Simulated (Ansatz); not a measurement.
Cell and atoms of amorphous In8Ga8Zn8O32:

```xyz
56
Lattice="8.8332 -0.1193 -0.2435 -0.1193 9.3874 -0.0385 -0.2435 -0.0385 9.0053" Properties=species:S:1:pos:R:3 pbc="T T T"
In     3.7279     3.2425     4.2527
In     2.9121     6.2262     2.5671
In     4.5641     0.2605     1.9908
In     0.7425     8.5839     0.5856
In     1.2081     3.0029     1.9520
In     7.0816     4.1244     2.6375
In     7.6064     2.0717    -0.1192
In     2.1575     0.0810     4.8127
Ga     8.1263     5.6358    -0.0407
Ga     4.3968     3.6527     0.8098
Ga     1.8783     1.9873     7.6407
Ga     6.3327     8.2089     7.4145
Ga     5.1228     1.9041     7.0101
Ga     2.5518     6.2896     5.6018
Ga     3.0792     8.7046     7.9242
Ga     7.8505     6.0296     5.9258
Zn     8.6263     7.1519     3.3954
Zn     8.4647     0.6982     6.1781
Zn     5.5561     6.8304     4.2368
Zn     5.3914     6.9031     0.9379
Zn     8.0243     0.6469     2.7155
Zn     5.1621     4.7241     6.9832
Zn     2.1601     5.3300     8.5117
Zn     0.5332     3.4966     5.4200
O      1.7474     7.2874     3.9478
O      3.6578     1.1155     7.6828
O      7.0633     5.0307     7.2713
O      0.0436     0.0522     4.7298
O      7.3691     5.7526     4.0603
O      4.8186     7.9477     8.3754
O      6.6369     0.7341     7.2143
O      0.3756     1.2682     1.2345
O      3.9904     5.6279     4.4652
O      8.4540     2.7576     3.4898
O      6.8077     5.7300     1.2590
O      2.1714     2.3102     5.6911
O      3.3172     5.2600     7.0310
O      2.9723     8.0861     6.1429
O      6.6047     7.5197     5.7237
O      7.8611     7.4458     8.1081
O      3.3314     1.1732     3.4328
O      4.7262     7.6685     2.6853
O      8.2324     8.2045     1.9227
O      2.1933     4.2433     3.1845
O      1.2452     0.1268     7.7204
O      5.4114     3.1416     8.4798
O      5.0790     3.3966     2.5173
O      3.9258     5.4804     0.8808
O      0.0279     2.5564     7.3133
O      2.8935     8.6587     0.7846
O      2.6285     3.1444     0.1880
O      6.4207     1.0570     1.5285
O      5.2641     3.0979     5.6554
O      1.1304     6.2349     0.6239
O      8.3768     3.8159     0.7856
O      0.7801     5.4921     6.0231
```

Level of theory: PBE, scalar-relativistic without spin-orbit coupling (plane waves to 420 eV, PAW; Ansatz, a quantum-chemistry and plane-wave program).

Preparation: random packing, a CHGNet melt and quench, and a DFT relaxation. O atoms were pushed apart under 1.9 Å during the dynamics, to hinder bonds among them. The hot cell started wider than the set density and was brought back towards it in steps. It is the lowest in DFT energy of 2 quenches. It is a model cell: composition and starting density were chosen by hand, and all elements were melted together. No dispersion term was used. Its density started from a set value of 5.47 and ended at 5.59 g/cm³. Cooling (nominally 340 K/ps over its main leg) ran many orders faster than in experiment, which tends to leave more defects and strain. One small periodic cell is one sample of the glass; other quenches scatter about these values. Volume and shape were free in the relaxation.

Bonds are counted up to In-In 3.12 Å, In-Ga 2.90 Å, In-Zn 2.90 Å, In-O 2.76 Å, Ga-Ga 2.68 Å, Ga-Zn 2.68 Å, Ga-O 2.30 Å, Zn-Zn 2.68 Å, Zn-O 2.56 Å, O-O 1.58 Å. Two cations that share two anions don't count as bonded, nor two that share one unless they lie closer than In-In 3.04 Å, In-Ga 2.82 Å, In-Zn 2.82 Å, Ga-Ga 2.61 Å, Ga-Zn 2.61 Å, Zn-Zn 2.61 Å.

Question: Give the coordination numbers, mean bond lengths and angles.

Answer: 
```
Property                                                          Value
---------------------------------  ------------------------------------
Mean coordination of In by anions   5.38 (1 with 4, 3 with 5, 4 with 6)
Mean coordination of Ga by anions             4.50 (4 with 4, 4 with 5)
Mean coordination of Zn by anions             4.12 (7 with 4, 1 with 5)
Mean coordination of O                      3.50 (16 with 3, 16 with 4)
Mean In-O bond                     2.209 Å (spread 0.123 Å, 43 counted)
Mean Ga-O bond                     1.930 Å (spread 0.073 Å, 36 counted)
Mean Zn-O bond                     2.046 Å (spread 0.132 Å, 33 counted)
Bond angle at In                              mean 105.1°, spread 28.1°
Bond angle at Ga                              mean 107.8°, spread 23.2°
Bond angle at Zn                              mean 106.8°, spread 21.1°
Bond angle at O                               mean 111.2°, spread 15.6°
```

Question: List the pairs of like atoms that count as bonded by the rules above.

Answer: There are none by these rules.
